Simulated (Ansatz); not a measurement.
## Ti3Al under a change: isotropic strain −0.82 %

Take Ti3Al (space group P6_3/mmc, No. 194; a = 5.747 Å, c = 4.632 Å) as the base.

The change: every lattice vector is shortened by 0.82 %; the atoms relax in the strained cell.

Level of theory: r2SCAN/PAW in Ansatz (a program for electronic structure), scalar-relativistic without spin-orbit coupling. Settings: 10×10×10 k-points, 0.05 eV Fermi–Dirac smearing.

* **Space group**: P6_3/mmc (No. 194) (base P6_3/mmc (No. 194))
* **Shortest interatomic distance**: 5.272 bohr (base 5.316 bohr)
* **Energy relative to the base (free energy F)**: +3.9 meV/atom
* **Pressure (mean of the normal stresses, compression positive)**: 3.1 GPa (base 0.0 GPa)
* **Band gap**: zero (base zero)

Stability against distortions was not tested. All final runs are without spin polarisation.
